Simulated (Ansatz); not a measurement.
The parent structure is MgO in the rock salt structure (space group Fm-3m, No. 225; a = 4.215 Å). Axes: x, y, z lie along the cube axes.

All numbers come from Ansatz (a quantum-chemistry and plane-wave program), PBEsol, PAW, cutoff 420 eV, scalar-relativistic without spin-orbit coupling, earlier PAW set.

Strains are applied to the cell and any free atomic positions relax; under biaxial strain the out-of-plane vector relaxes too.

One change was made to it. Results:

| quantity | base | after |
|---|---|---|
| gap character | direct at Γ | direct at Γ |
| valence-band top at Γ (three highest levels, from the VBM) | 0.00, 0.00, 0.00 eV | 0.00, -0.07, -0.07 eV |
| energy relative to the base (free energy F) | 0 meV/atom | +1.3 meV/atom |

Q: Which change produced these results?
A) biaxial strain +0.76 %, plane normal [111], relaxed out of plane
B) strain tensor (xx, yy, zz, yz, xz, xy) = (−0.85, −0.13, −0.31, −1.43, −0.31, +1.45) %
C) uniaxial strain ε_yy = +4.07 %

A: A, biaxial strain +0.76 %, plane normal [111], relaxed out of plane. For comparison, the valence-band top at Γ in the other runs: strain tensor (xx, yy, zz, yz, xz, xy) = (−0.85, −0.13, −0.31, −1.43, −0.31, +1.45) % gives 0.00, -0.12, -0.31 eV; uniaxial strain ε_yy = +4.07 % gives 0.00, -0.08, -0.08 eV.

Stability against distortions was not tested. k-point labels follow each cell's own Brillouin zone.
